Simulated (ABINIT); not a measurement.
Worked example: self-consistent single point of Zr2Al (I4/mcm, 6 atoms in the cell) in ABINIT.

Method: LDA (PW92), norm-conserving pseudopotentials (PseudoDojo nc-sr-04 LDA standard) (plane waves; ABINIT 10.0.3).

```xyz
6
Lattice="-3.4032 3.4032 2.6727 3.4032 -3.4032 2.6727 3.4032 3.4032 -2.6727" Properties=species:S:1:pos:R:3 pbc="T T T"
Zr     1.0305     2.3727     0.0000
Zr     2.3727     1.0305     2.6727
Zr     4.4338     1.0305     0.0000
Zr    -1.0305     2.3727     2.6727
Al     0.0000     0.0000     1.3363
Al     0.0000     0.0000     4.0090
```

Reference input (self-consistent single point, DFT, PBEsol, plane waves, norm-conserving pseudopotentials (PseudoDojo nc-sr-04 PBEsol standard)): pseudos = [Zr.upf, Al.upf]; ecut = 33 Ha; occopt = 7; tsmear = 0.00367493 Ha; ngkpt = 5 5 5; nshiftk = 1; shiftk = 0 0 0; potentials = PseudoDojo nc-sr-04 PBEsol standard; nband = 35; kptopt = 1; nstep = 50; toldfe = 1e-09 Ha. This run's input differs from it in these lines:

```diff
@@ -1,2 +1,2 @@
-# Zr2Al, PseudoDojo nc-sr-04 PBEsol standard
+# Zr2Al, PseudoDojo nc-sr-04 LDA standard
 pp_dirpath "./"
@@ -20,3 +20,3 @@
       Angstrom
-ecut 33
+ecut 35
 occopt 7
```

Its files differ too (potentials: PseudoDojo nc-sr-04 PBEsol standard → PseudoDojo nc-sr-04 LDA standard).

Output (repeated stretches shortened):

```
--- !BeginCycle
solver: {iscf: 7, nstep: 50, nline: 4, wfoptalg: 0, }
tolerances: {toldfe: 1.00E-09, }
...

     iter   Etot(hartree)      deltaE(h)  residm     vres2
 ETOT  1  -207.35310814548    -2.074E+02 8.811E-02 3.753E+02
 ETOT  2  -207.51546940858    -1.624E-01 2.780E-02 1.947E+02
 ETOT  3  -207.52982907073    -1.436E-02 1.048E-02 2.338E+00
 ETOT  4  -207.53008199322    -2.529E-04 3.130E-03 2.490E-02
 ETOT  5  -207.53009078242    -8.789E-06 3.198E-03 6.893E-03
   [... 2 lines left out ...]
 ETOT  8  -207.53009199239    -1.000E-08 5.811E-04 2.557E-06
 ETOT  9  -207.53009199356    -1.176E-09 9.221E-04 2.696E-07
 ETOT 10  -207.53009199370    -1.363E-10 4.951E-04 6.614E-08
 ETOT 11  -207.53009199371    -1.182E-11 7.324E-04 5.674E-10
 At SCF step   11, etot is converged :
  for the second time, diff in etot=  1.182E-11 < toldfe=  1.000E-09

 Cartesian components of stress tensor (hartree/bohr^3)
  sigma(1 1)=  1.42207119E-04  sigma(3 2)=  0.00000000E+00
  sigma(2 2)=  1.42207119E-04  sigma(3 1)=  0.00000000E+00
  sigma(3 3)=  1.42334138E-04  sigma(2 1)=  0.00000000E+00

 ----iterations are completed or convergence reached----

 reduced coordinates (array xred) for    6 atoms
       0.348600000000      0.151400000000      0.500000000000
       0.651400000000      0.848600000000      0.500000000000
       0.151400000000      0.651400000000      0.802800000000
       0.848600000000      0.348600000000      0.197200000000
       0.250000000000      0.250000000000      0.000000000000
       0.750000000000      0.750000000000      0.000000000000
   [... lines left out ...]
 Fermi (or HOMO) energy (hartree) =   0.34004   Average Vxc (hartree)=  -0.41259
 Fermi (or HOMO) energy (eV) =   9.25290   Average Vxc (eV)= -11.22708
   [... lines left out ...]
total_energy        : -2.07530091993709E+02
total_energy_eV     : -5.64718099574194E+03
band_energy         : -2.04542683490568E+01
...

-Cartesian components of stress tensor (GPa)         [Pressure= -4.1851E+00 GPa]
- sigma(1 1)=  4.18387719E+00  sigma(3 2)=  0.00000000E+00
- sigma(2 2)=  4.18387719E+00  sigma(3 1)=  0.00000000E+00
- sigma(3 3)=  4.18761422E+00  sigma(2 1)=  0.00000000E+00

 Calculation completed.
```

The run converged in 11 iterations. Against the reference run the pressure goes from -1.25 to -4.19 GPa and the largest force goes from 0.007 to 0.014 eV/Å.

The starting cell comes from a database of computed structures (which also holds hypothetical and non-ambient phases and stackings), without a prior relaxation at this level. Its lattice was rescaled by a random factor within 2.5 % of one. With a pressure of about -4 GPa the cell is away from its equilibrium volume at this level.

Cost on one core of a shared machine: roughly 3 min.
